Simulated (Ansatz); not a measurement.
## P (space group R-3m, No. 166; a cell from a computed database, its experimental status unchecked)

Space group R-3m, hexagonal axes (No. 166); a = b = 3.4408 Å, c = 8.7853 Å, α = β = 90.00°, γ = 120.00°

| atom | site | symmetry | x | y | z |
|---|---|---|---|---|---|
| P | 6c | 3m | 0.0000 | 0.0000 | 0.2339 |
(The calculation used a cell of 2 atoms; values per cell refer to that cell.)

Level of theory: DFT with PBEsol, PAW potentials and a 420 eV plane-wave cutoff in Ansatz (a quantum-chemistry and plane-wave program), spin-orbit coupling left out. k-mesh 16×16×16 (Γ-centred); smearing 0.05 eV (Fermi–Dirac).

| Property | Result |
|---|---|
| Volume per atom | 15.01 Å³ |
| Density | 3.43 g/cm³ |
| Band gap | zero |
| Total energy | -740.076 eV/atom (σ→0; compares only within this code and set-up) |

No phonon test of stability was made. This is not the structure that P has at room temperature and ambient pressure.
